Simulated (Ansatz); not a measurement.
Base system: NaI in the rock salt structure (space group Fm-3m, No. 225; a = 6.5281 Å).

Calculations: PBE (Ansatz, a first-principles code; PAW; 420 eV plane waves; no spin-orbit coupling).

Base values:

The width of the top valence band is 0.89 eV and the band gap is 3.58 eV.

It is then changed as follows: an isotropic linear strain of +3.00 %, atoms relaxed at fixed cell.

### Question
How does this affect the width of the top valence band and band gap?

### Answer
The width of the top valence band decreases by 0.14 eV, from 0.89 eV to 0.75 eV; the band gap shrinks by 0.21 eV (3.58 eV → 3.37 eV).

With I present, leaving out spin-orbit coupling can change the band edges. Stability against distortions was not tested.
